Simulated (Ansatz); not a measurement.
**MoRuP: response to strain**

Start from MoRuP (space group Pnma, No. 62; a cell from a computed database, its experimental status unchecked).

```yaml
crystal:
  lattice:
    - [5.96780, 0.00000, 0.00000]
    - [0.00000, 3.85322, 0.00000]
    - [0.00000, 0.00000, 6.91800]
  atoms:
    - { symbol: Mo, position: [0.97483, 0.75000, 0.32920] }
    - { symbol: Mo, position: [0.02517, 0.25000, 0.67080] }
    - { symbol: Mo, position: [0.52517, 0.25000, 0.82920] }
    - { symbol: Mo, position: [0.47483, 0.75000, 0.17080] }
    - { symbol: P, position: [0.25442, 0.25000, 0.38360] }
    - { symbol: P, position: [0.74558, 0.75000, 0.61640] }
    - { symbol: P, position: [0.24558, 0.75000, 0.88360] }
    - { symbol: P, position: [0.75442, 0.25000, 0.11640] }
    - { symbol: Ru, position: [0.64072, 0.25000, 0.43183] }
    - { symbol: Ru, position: [0.35928, 0.75000, 0.56817] }
    - { symbol: Ru, position: [0.85928, 0.75000, 0.93183] }
    - { symbol: Ru, position: [0.14072, 0.25000, 0.06817] }
```

Cartesian axes are those of the cell as printed.

Strains are applied to the cell and any free atomic positions relax; under biaxial strain the out-of-plane vector relaxes too; under stress the whole cell relaxes.

Computed with PBEsol (Ansatz, an electronic-structure program; PAW; 420 eV plane waves; scalar-relativistic without spin-orbit coupling).

Notes on the quantities. energy relative to the base: free energy F; pressure: mean of the normal stresses, compression positive.

| change | energy relative to the base | pressure | shortest interatomic distance |
|---|---|---|---|
| base | 0 meV/atom | 0.0 GPa | 2.285 Å |
| biaxial strain −0.27 %, plane normal [001], relaxed out of plane | – | 0.9 GPa | 2.286 Å |
| isotropic strain +1.82 % | [?] | [?] | 2.325 Å |
| isotropic strain +5.09 % | +0.233 eV/atom | -30.3 GPa | 2.386 Å |
| uniaxial stress, 2 GPa compression along x | +0.7 meV/atom | – | 2.285 Å |

Problem. Some entries are withheld; estimate them.

Solution. 
- isotropic strain +1.82 %, energy relative to the base: +34 meV/atom
- isotropic strain +1.82 %, pressure: -13.9 GPa

Without a gap, meshes like the base's 7×10×6 leave anisotropic stresses uncertain by several tenths of a GPa, and small strain energies with them. Beyond what the load breaks, stability against distortions was not tested. The final runs are not spin-polarised. MoRuP has a high density of states at the Fermi level and may be magnetic at this level.
